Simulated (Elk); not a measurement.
Worked example: self-consistent single point of TiCo (Pm-3m, 2 atoms in the cell) in Elk.

Level of theory: LDA (PW92), all-electron FP-LAPW, Elk's shipped species files, APW+lo basis with extra local orbitals (Elk).

```
CELL_PARAMETERS angstrom
      2.95505     0.00000     0.00000
      0.00000     2.95505     0.00000
      0.00000     0.00000     2.95505
ATOMIC_POSITIONS crystal
  Ti 0.00000 0.00000 0.00000
  Co 0.50000 0.50000 0.50000
```
Moments meant for the start (each program seeds them in its own way; μB, in the order of the atoms Ti Co): 1.0 3.0.

Reference input (self-consistent single point, DFT, PBE, all-electron FP-LAPW, Elk's shipped species files, APW+lo basis with extra local orbitals): xctype = 20; spinpol = true; rgkmax = 7.5; stype = 0; swidth = 0.00367493 Ha; ngridk = 8 8 8; reducebf = 0.7; tforce = true; gmaxvr = 18 1/bohr; lmaxapw = 10; lmaxo = 8; nxlo = 2. This run's input differs from it in these lines:

```diff
@@ -2,5 +2,2 @@
   0
-
-xctype
-  20
```

Log, with long lists cut:

```
│ Self-consistent loop started │
│ Loop number : 1 │
 total energy                :     -2249.82371423
 total moment                :    1.215710168
│ Loop number : 2 │
 total energy                :     -2249.11918027
 total moment                :    1.226220941
RMS change in Kohn-Sham potential (target) :   0.4761184594     (  0.1000000000E-05)
Absolute change in total energy (target)   :   0.7045339580     (  0.1000000000E-03)
│ Loop number : 3 │
 total energy                :     -2250.00328628
 total moment                :    1.213376912
RMS change in Kohn-Sham potential (target) :   0.4824279000     (  0.1000000000E-05)
   [... lines left out ...]
│ Loop number : 32 │
 total energy                :     -2243.19015086
 total moment                :  -0.4443109194E-04
RMS change in Kohn-Sham potential (target) :   0.7543377959E-06 (  0.1000000000E-05)
Absolute change in total energy (target)   :   0.3950012970E-03 (  0.1000000000E-03)
│ Loop number : 33 │
 total energy                :     -2243.19015035
 total moment                :  -0.1998912138E-04
RMS change in Kohn-Sham potential (target) :   0.4641022742E-06 (  0.1000000000E-05)
Absolute change in total energy (target)   :   0.9824723293E-04 (  0.1000000000E-03)
Convergence targets achieved

│ Loop number : 34 │

Energies :
 Fermi                       :     0.355950733523
 xc effective B-field        :    -0.384764229772E-11
 external B-field            :      0.00000000000
 total energy                :     -2243.19016797
 (external B-field energy excluded from total)

Density of states at Fermi energy :    47.56299125
 (states/Hartree/unit cell)

Estimated indirect band gap :   0.1050342617E-02
 from k-point     19 to k-point     25
Estimated direct band gap   :   0.6126476089E-02
 at k-point     25

Charges :
 core                        :    22.00000000
 valence                     :    27.00000000
 interstitial                :    2.704104319
 muffin-tins (core leakage)
  species :    1 (Ti)
   atom    1                 :    20.19100880     (  0.2393774068E-08)
  species :    2 (Co)
   [... lines left out ...]
 total moment                :   0.5267211505E-05
   [... lines left out ...]
   total force               :    -0.00000000    0.00000000    0.00000000
   total magnitude           :     0.00000000
 species :    2 (Co)
  atom :    1
   Hellmann-Feynman          :     0.00000000    0.00000000    0.00000000
   IBS                       :    -0.00000000   -0.00000000    0.00000000
   total force               :     0.00000000   -0.00000000    0.00000000
   total magnitude           :     0.00000000
```

The run converged in 34 iterations. The count includes the last loop, which Elk runs after its targets are met. Against the reference run the size of the net moment goes from 0.46 to 0.00 μB/atom.

The starting cell comes from a database of computed structures (which also holds hypothetical and non-ambient phases and stackings), without a prior relaxation at this level. Its lattice was rescaled by a random factor within 2.5 % of one. The starting moments vanished: the run ended non-magnetic, which need not be the lowest state. Values depend on the basis (sphere radii, cutoffs, local orbitals), which need not be converged. The log's line on a gap gives a spacing of levels on this mesh, which the program prints for metals too.

Cost on one core of a shared machine: roughly 4 min.
